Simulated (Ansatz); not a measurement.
The reference is Al in the fcc (Cu type) structure (space group Fm-3m, No. 225; a = 4.015 Å; relaxed with 0.1 eV smearing). Axes: x, y, z lie along the cube axes.

Computed with PBEsol (Ansatz, a program for electronic structure), no spin-orbit coupling.

Perturbation: tensile biaxial strain of 1.67 % in the plane normal to [111], as in epitaxy on a mismatched substrate; the out-of-plane cell vector and the atoms relax.

### Question
How does this affect the in-plane stress?

### Answer
The mean in-plane stress (compression positive) is -1.9 GPa.

### Question
Estimate the effect on the out-of-plane strain.

### Answer
The out-of-plane strain amounts to -1.59 %.

### Question
What happens to the energy relative to the base?

### Answer
The energy goes up by 3.3 meV/atom.

Stability against distortions was not tested.
